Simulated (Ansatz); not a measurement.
# GaN, pressure series

The reference is GaN in the rock salt structure (space group Fm-3m, No. 225; a model cell).

Space group Fm-3m (No. 225); a = b = c = 4.2195 Å, α = β = γ = 90.00°

```
atom  site  symmetry       x       y       z
----  ----  --------  ------  ------  ------
Ga      4b      m-3m  0.5000  0.5000  0.5000
N       4a      m-3m  0.0000  0.0000  0.0000
```
(The calculation used a cell of 2 atoms; values per cell refer to that cell.)

Cell and atoms are relaxed at each pressure.

All numbers come from PBEsol, PAW, 420 eV (Ansatz, a quantum-chemistry and plane-wave program; scalar-relativistic without spin-orbit coupling).

| pressure (GPa) | volume per atom (Å³/atom) |
|---|---|
| -2 | 9.474 |
| -1 | 9.432 |
| 0 | 9.390 |
| 0.3 | 9.379 |
| 0.7 | 9.363 |
| 1.5 | 9.332 |
| 3 | ? |
| 5 | 9.200 |
| 7.5 | 9.112 |

Q: Fit the third-order Birch–Murnaghan form P(V) = (3B₀/2)[(V₀/V)^(7/3) − (V₀/V)^(5/3)]·[1 + (3/4)(B₀′ − 4)((V₀/V)^(2/3) − 1)] (squares taken in P) to the rows shown and predict the withheld row.

A: Least squares on the printed values gives V₀ = 9.391 Å³/atom, B₀ = 232 GPa, B₀′ = 4.5; this predicts 9.274 Å³/atom, and the run gives 9.273 Å³/atom, in agreement.

Load acts through the strain it causes; cell and atoms are relaxed under it. Stability against distortions was not tested. No other phases were tried under pressure. The base started in Pnma and relaxed to Fm-3m at this level. This is not the structure that GaN has at room temperature and ambient pressure.
